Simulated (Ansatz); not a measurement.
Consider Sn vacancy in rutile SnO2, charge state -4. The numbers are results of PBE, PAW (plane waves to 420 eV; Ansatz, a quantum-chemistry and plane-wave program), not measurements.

Settings: 72 host sites, the relaxed PBE lattice, one k-point at (0.250, 0.250, 0.250), smearing 0.01 eV, spin-restricted, no image-charge correction. Static, classical nuclei. The charge state is imposed; whether it is stable for some Fermi level was not computed. Forms of the defect that were not tried may lie lower.

Barriers: single points on a 2×2×2 k-point mesh shifted by half a step at the bands' geometries.

The step: one Sn atom jumps into the vacancy from a nearby Sn site; the atom moves 3.67 Å along (0.49, 0.49, -0.49) of the unit cell; the moving atom starts with neighbours O at 1.99, O at 2.08, 2 O at 2.11, 2 O at 2.14 Å and ends with O at 1.96, 2 O at 2.11, 3 O at 2.13 Å.

Q: Give the migration barrier of this step at the level PBE, PAW.

A: 2.69 eV, the same both ways. At the saddle the moving atom has neighbours O at 1.86, O at 1.95, O at 2.13 Å. The saddle point's order was not checked.
